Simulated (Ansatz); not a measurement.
# A computed series for SiSe2: element substitutions

Base system: SiSe$_{2}$ (space group Ibam, No. 72; a = 6.299 Å, b = 9.307 Å, c = 5.856 Å; made of chains).

Each row replaces one element on all its sites; cell and atoms are relaxed.

Levels (all Ansatz, a quantum-chemistry and plane-wave program, PAW, earlier PAW set): PBEsol (420 eV, no spin-orbit coupling); HSE06 (420 eV, no spin-orbit coupling); PBEsol+SOC (420 eV, spin-orbit coupling included).

Band gaps by level, all at the geometries relaxed with PBEsol:

```json
[
 {"case": "base", "PBEsol": "1.66 eV", "HSE06": "2.65 eV", "PBEsol+SOC": "1.66 eV"},
 {"case": "Se → S", "PBEsol": "2.82 eV", "HSE06": "(withheld)", "PBEsol+SOC": "2.82 eV"},
 {"case": "Si → Ti", "PBEsol": "0.64 eV", "HSE06": "(withheld)", "PBEsol+SOC": "0.64 eV"}
]
```

**Question.** Complete the table.

**Answer.** 
- Se → S, HSE06: 4.02 eV
- Si → Ti, HSE06: 1.47 eV

Single points use the geometry relaxed with PBEsol. HSE06 was sampled on its mesh, a few special points and the semilocal edge points, so its gap is an upper bound. The spin-orbit shifts are approximate. Whether these cells are dynamically stable was not tested. As relaxed here, TiSe2 is a hypothetical phase, not in the database extracts checked. The runs without spin-orbit coupling are not spin-polarised. No dispersion term is included in the PBEsol runs.
